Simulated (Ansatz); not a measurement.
Cost and result by functional for the surface energy of the (110) surface of zinc-blende GaP in its 1x1 cell (cut with top plane Ga + P, bottom plane Ga + P), outermost plane spacing 1.95 Å in the ideal cut, in Ansatz (plane waves, PAW). Single points on the PBE structure, on one kind of machine; costs are rough ratios of the slab run's core time (references not counted) to the cheapest single point. r2SCAN's cost holds its higher cutoff (500 against 420 eV). Differences are taken against HSE06 for comparison alone: no measured value is at hand, so the table doesn't rank accuracy. HSE06 ran on a coarser k-mesh, which lowers its cost and carries part of its shift.

Model: 14-atom slab, Ga7P7, 11.7 Å thick at the start, 7x5x1 mesh, Fermi-Dirac 0.025 eV, dipole correction, all atoms relaxed; symmetry of the start imposed; no spin, no spin-orbit, no U. These notes are the PBE run's.

```json
[
 {"functional": "RPBE", "relative cost": "1", "surface energy (J/m²)": "0.63", "less HSE06 (J/m²)": "-0.22"},
 {"functional": "LDA", "relative cost": "1", "surface energy (J/m²)": "0.98", "less HSE06 (J/m²)": "0.13"},
 {"functional": "PBEsol", "relative cost": "1", "surface energy (J/m²)": "0.88", "less HSE06 (J/m²)": "0.03"},
 {"functional": "r2SCAN", "relative cost": "2", "surface energy (J/m²)": "0.91", "less HSE06 (J/m²)": "0.06"},
 {"functional": "HSE06", "relative cost": "10", "surface energy (J/m²)": "0.85", "less HSE06 (J/m²)": "0.00"},
 {"functional": "PBE (the relaxed run's value)", "relative cost": "–", "surface energy (J/m²)": "0.75", "less HSE06 (J/m²)": "-0.10"}
]
```

The values span 0.35 J/m², while the single points' costs differ by a factor of roughly 10. Differences are of unrounded values.

Ansatz is a quantum-chemistry and plane-wave program.
